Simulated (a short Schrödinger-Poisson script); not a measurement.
Stack: gated Al0.4Ga0.6N/GaN polarisation-induced gas, at 300 K.

| layer | material | thickness (nm) | Na (cm⁻³) |
|---|---|---|---|
| 1 | Al0.4Ga0.6N | 10 | - |
| 2 | GaN | 6000 | 1e14 |

Constants are typed, rounded textbook-type inputs, not results; the design itself was drawn at random and stands for no fabricated device. Al0.4Ga0.6N: permittivity 9.26, conduction-band edge (eV) 0.58, gap (eV) 4.258, electron mass (mₑ) 0.248, Nv at 300 K (cm⁻³) 4.6e19. GaN: permittivity 9.5, conduction-band edge (eV) 0, gap (eV) 3.43, Nv at 300 K (cm⁻³) 4.6e19.

Channel valleys (confinement mass, in-plane density-of-states mass, number): Γ 0.2, 0.2, 1. At the gate the conduction-band edge of layer 1 lies 1.36 eV − eVg above the Fermi level of the channel; the field vanishes at the back. Sheet of polarisation charge: +2e13 e/cm² at 10 nm from the gate. The barrier under the gate holds no holes. Gaps are held at their typed values at every temperature. Mesh 0.08 nm at interfaces.

From a short Schrödinger-Poisson script (our own, NumPy): 1D Poisson equation in equilibrium, electrons quantum, Hartree (BenDaniel-Duke, 40 states a valley, the channel's in-plane mass for all, wave functions free to enter the barrier), parabolic valleys, classical holes, full ionisation, no traps, pinning or gate leakage.

Question: List the lowest subbands of each valley and their electrons at Vg = 0.5 V.

Answer: 
```tsv
valley	subband	energy from the Fermi level (meV)	electrons (cm⁻²)	share (%)
Γ	0	-164.2	1.37e13	85.6
Γ	1	-5.2	1.73e12	10.8
Γ	2	48.3	3.10e11	1.9
```

All electrons: 1.60e13 cm⁻².
